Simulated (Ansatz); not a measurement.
**What uniaxial strain ε_zz = −2.40 % does to AlN**

Start from AlN in the wurtzite structure (space group P6_3mc, No. 186; a = 3.089 Å, c = 4.943 Å). Axes: x lies along a and z along c of the hexagonal cell.

Modification: the cell is compressed by 2.40 % along z with no lateral relaxation, atoms relaxed at fixed cell.

The values are results of LDA/PAW in Ansatz (an electronic-structure program), spin-orbit coupling left out, not measurements. Γ-centred 12×12×7 mesh, Fermi–Dirac width 0.05 eV.

- Volume per atom: 9.97 Å³ (base 10.21 Å³)
- Space group: P6_3mc (No. 186) (base P6_3mc (No. 186))
- Energy relative to the base (free energy F): +6.7 meV/atom
- Pressure (mean of the normal stresses, compression positive): 4.94 GPa (base -0.01 GPa)
- Band gap: 4.48 eV (base 4.42 eV)
- Gap character: direct at Γ (base direct at Γ)
- Width of the top valence band: 2.62 eV (base 2.44 eV)
- Electron mass: 0.33 mₑ (at Γ) (base 0.32 mₑ (at Γ))
- Valence-band top at Γ (three highest levels, from the VBM): 0.00, -0.46, -0.46 eV (base 0.00, -0.23, -0.23 eV)
- Largest internal atomic displacement: 0.013 Å
- Stress (xx, yy, zz, yz, xz, xy; compression positive): (3.05, 3.05, 8.72, 0.00, 0.00, 0.00) GPa

Cost of the whole job for the changed cell (relaxation, final SCF and bands): roughly 22 core-seconds.

Effective masses come from finite differences of ±0.01 Å⁻¹. No phonon test of stability was made.
